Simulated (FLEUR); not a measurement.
**Several settings converged on Na (Im-3m, 1 atom in the cell)**

```
Na
1.0
   -2.14065     2.14065     2.14065
    2.14065    -2.14065     2.14065
    2.14065     2.14065    -2.14065
Na
1
Direct
  0.00000   0.00000   0.00000
```

Base method: PBE, all-electron FLAPW (FLEUR), scalar-relativistic valence in FLEUR.

Base settings: Kmax = 3.8 1/bohr; GmaxXC = 13.3 1/bohr; xcFunctional = pbe; jspins = 1; l_soc = F; mode = hist; fermiSmearingEnergy = 0.00367493 Htr; mesh (inpgen div1-3) = 6 6 6; inpgen gamma flag = true; Gmax = 13.3 1/bohr.

**Shifted k-point meshes**

In this ladder: kpt_gamma = false.

Only quantities that move along the ladder and can be compared are tabulated.

| kpt_div | free energy less the last step's (meV/atom) |
|---|---|
| 2 2 2 | 170.62 |
| 4 4 4 | 36.99 |
| 6 6 6 | -17.91 |
| 8 8 8 | -4.87 |
| 10 10 10 | -1.17 |
| 14 14 14 | 0.00 |
| 16 16 16 | 0.21 |
| 26 26 26 | 0.01 |
| 32 32 32 | 0.00 |

Coarsest kpt_div that holds the free energy within 1 meV/atom of the last step, with all finer ones: 14 14 14; the step before is off by 1.2 meV/atom.

**The width of Fermi-Dirac smearing**

In this ladder: kpt_div = 10 10 10.

Narrow widths need finer meshes than wide ones, so the last steps can hold mesh noise.

Only quantities that move along the ladder and can be compared are tabulated; pressure and forces are left out, as mesh noise rules them at narrow widths.

```csv
fermiSmearingEnergy,free energy less the last step's (meV/atom),energy extrapolated to zero width less the last step's (meV/atom)
0.0367493 Htr,-754.51,-55.03
0.0183747 Htr,-200.75,-9.30
0.0110248 Htr,-74.32,-4.98
0.00734986 Htr,-33.57,-3.31
0.00367493 Htr,-7.59,-1.22
0.00183747 Htr,0.00,0.00
```

Widest fermiSmearingEnergy that holds the energy extrapolated to zero width within 2 meV/atom: not settled: the last two steps still differ by 1.2 meV/atom, over half the tolerance, so the ladder does not show it.

Widest fermiSmearingEnergy that holds the free energy within 5 meV/atom: not settled: the last two steps still differ by 7.6 meV/atom, over half the tolerance, so the ladder does not show it.

The extrapolation to zero width removes most of the smearing's effect on the energy.

**The mesh under tetrahedron occupations**

In this ladder: mode = tetra; fermiSmearingEnergy = 0.0001 Htr.

Only quantities that move along the ladder and can be compared are tabulated.

| kpt_div | free energy less the last step's (meV/atom) |
|---|---|
| 5 5 5 | 209.09 |
| 6 6 6 | 157.04 |
| 7 7 7 | 115.54 |
| 9 9 9 | 69.04 |
| 11 11 11 | 43.58 |
| 13 13 13 | 28.42 |
| 16 16 16 | 15.21 |
| 20 20 20 | 5.95 |
| 25 25 25 | 0.00 |

Coarsest kpt_div that holds the free energy within 5 meV/atom: not settled: the last two steps still differ by 5.9 meV/atom, over half the tolerance, so the ladder does not show it.

On the base run: the starting cell has typed, rounded lattice constants, without a prior relaxation at this level. Its lattice was rescaled by up to half a per cent. Values depend on the basis (sphere radii, cutoffs, local orbitals), which need not be converged.

Left out of this page: 2 runs of the series outside the window shown, repeating another row's setting, or not comparable.
